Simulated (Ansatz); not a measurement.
# CePt (Cmcm, No. 63)

Calculation: r²SCAN (plane waves, PAW; Ansatz, a quantum-chemistry and plane-wave program).

Numerical settings: plane-wave cutoff 500 eV, 16×16×12 k mesh (along the axes of the cell as run), Fermi–Dirac smearing 0.1 eV, spin-polarised start, scalar-relativistic PAW data made under PBE.

Cell (relaxed at this level):

```
CePt
1.0
    1.94740    -5.59606     0.00000
    1.94740     5.59606     0.00000
    0.00000     0.00000     4.41145
Ce Pt
2 2
Direct
  0.13671   0.86329   0.75000
  0.86329   0.13671   0.25000
  0.40735   0.59265   0.75000
  0.59265   0.40735   0.25000
```

- volume per atom: 24.04 Å³/atom

Note: the magnetic order was assumed, not searched for or taken from measurement; the 4f shell is treated without U or exact exchange, so its levels and filling can be wrong.

Spin–orbit coupling is not included.

Cost on a shared machine: roughly 120 core-minutes.
